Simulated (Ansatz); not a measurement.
Consider GeS$_{2}$ in the 2H-MoS2 type structure (space group P6_3/mmc, No. 194; a = 3.3820 Å, c = 10.3904 Å; a hypothetical phase, not in the database extracts checked; layered, stacked along the Cartesian z axis).

All numbers come from DFT with PBEsol-D3(BJ), PAW potentials and a 420 eV plane-wave cutoff in Ansatz (a program for electronic structure), no SOC.

Before the change:

* **Volume per atom**: 17.15 Å³

It is then changed as follows: full substitution Ge → Sn, then cell and atoms are relaxed.

Tabulated Pauling electronegativity and covalent radius: Ge 2.01, 1.20 Å; Sn 1.96, 1.39 Å.

Predict the new volume per atom.

The volume per atom grows by 3.255 Å³, from 17.15 Å³ to 20.41 Å³.

No phonon test of stability was made. As relaxed here, SnS2 is a hypothetical phase, not in the database extracts checked. All final runs are without spin polarisation.
